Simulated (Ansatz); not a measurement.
Ansatz (a quantum-chemistry and plane-wave program) run on KLuS2 (P1, 4 atoms in the cell): self-consistent single point.

Method of the run: PBEsol, default PAW files made with PBE (plane waves; Ansatz).

```
KLuS2
1.0
    1.97165     1.13833     7.29738
   -1.97165     1.13833     7.29738
    0.00000    -2.27666     7.29738
K Lu S
1 1 2
Direct
  0.01213   0.00556   0.98375
  0.49420   0.47745   0.52393
  0.75747   0.76899   0.77851
  0.23621   0.24799   0.21382
```

Reference input (self-consistent single point, DFT, PBEsol, plane waves, default PAW files made with PBE): kpoints.mp_grid.grid = 5 5 5; kpoints.mp_grid.shift = 0.5 0.5 0.5; hamiltonian.xc = pbesol; hamiltonian.pseudopotentials = {kind: paw} (the program's default PAW files); scf.occupations.method = fermi_dirac; scf.occupations.width = 0.05 eV. This run's input differs from it in these lines:

Ansatz 0.2 input:
```diff
@@ -12,3 +12,3 @@
 kpoints:
-  mp_grid: { grid: [5, 5, 5], shift: [0.5, 0.5, 0.5] }
+  mp_grid: { grid: [4, 4, 4], shift: [0.5, 0.5, 0.5] }
 hamiltonian:
```

Output (repeated stretches shortened):

```
SCF iter   1: F=—  HF=-17904.766034 eV  |F-HF|=—  |Δ(HF+E_count)|=         —  Δρ=4.28e-3  dr2=3.07e-2  ethr=1.77e-3  ⟨swp⟩=7.8  Hψ=4840  notcnv=0
all-band conjugate gradients solve this SCF's bands
preconditioner: auto → Resta (q_TF=auto, 2.404 Å⁻¹)
SCF iter   2: F=—  HF=-17904.757050 eV  |F-HF|=—  |Δ(HF+E_count)|=   8.98e-3  Δρ=1.83e-3  dr2=5.15e-3  ethr=6.68e-5  ⟨swp⟩=3.0  Hψ=2106  notcnv=0  defer=23
   [... lines left out ...]
SCF iter   5: F=—  HF=-17904.756123 eV  |F-HF|=—  |Δ(HF+E_count)|=   2.29e-5  Δρ=1.04e-4  dr2=1.91e-5  ethr=2.14e-7  ⟨swp⟩=3.0  Hψ=1792  notcnv=0  defer=23
SCF iter   6: F=—  HF=-17904.756123 eV  |F-HF|=—  |Δ(HF+E_count)|=   8.19e-7  Δρ=4.12e-5  dr2=2.28e-6  ethr=4.16e-8  ⟨swp⟩=2.0  Hψ=1563  notcnv=0  defer=23
SCF iter   7: F=—  HF=-17904.756126 eV  |F-HF|=—  |Δ(HF+E_count)|=   3.10e-6  Δρ=1.04e-5  dr2=2.06e-7  ethr=4.95e-9  ⟨swp⟩=2.0  Hψ=1459  notcnv=0  defer=23
SCF iter   8: F=-17904.756126 eV  HF=-17904.756126 eV  |F-HF|=1.42e-10  |Δ(HF+E_count)|=   2.15e-7  Δρ=3.10e-6  dr2=1.83e-8  ethr=2.17e-10  ⟨swp⟩=12.6  Hψ=6625  notcnv=0
SCF 1 converged in 8 iterations: F = -17904.756126 eV  dr2 = 1.83e-8
Free energy (F): -17904.756126 eV
Internal energy: -17904.756126 eV  (E = F + TS)
E sigma→0 (E₀):  -17904.756126 eV
Fermi energy:    8.139634 eV
--- Forces (eV/Å), atoms counted from 1 ---
  atom   1  K     -0.04422962    -0.05792092    -0.10767448
  atom   2  Lu    -0.22272196     0.49213603     0.40042083
  atom   3  S      0.19748979     0.04436447    -0.31553972
  atom   4  S      0.06946336    -0.47857716     0.02279514
--- Stress (GPa, compression-positive) ---
       -0.770565      -0.187437      -0.263878
       -0.187437      -0.417733      -0.895424
       -0.263878      -0.895424      -0.504689
  P = ⅓ Tr σ = -0.5643 GPa (-5.643 kbar)
  The stress holds the Pulay correction. Without it, at fixed plane waves, as pw.x and ABINIT print it: P = -0.5837 GPa
```

The run converged in 8 iterations. Against the reference run the free energy goes up by 4.5 meV/atom, the pressure hardly changes (-0.63 to -0.56 GPa), the largest force goes from 0.687 to 0.672 eV/Å and the gap on the mesh goes from 2.287 to 2.247 eV.

The starting cell comes from a database of computed structures (which also holds hypothetical and non-ambient phases and stackings), without a prior relaxation at this level. Its atoms were displaced at random from the sites of space group no. 166. Spin-orbit coupling is off. Ansatz's pressure includes its estimate of the finite-basis (Pulay) stress. The shifted mesh does not hold Γ, so a gap read on it misses any band edge there.
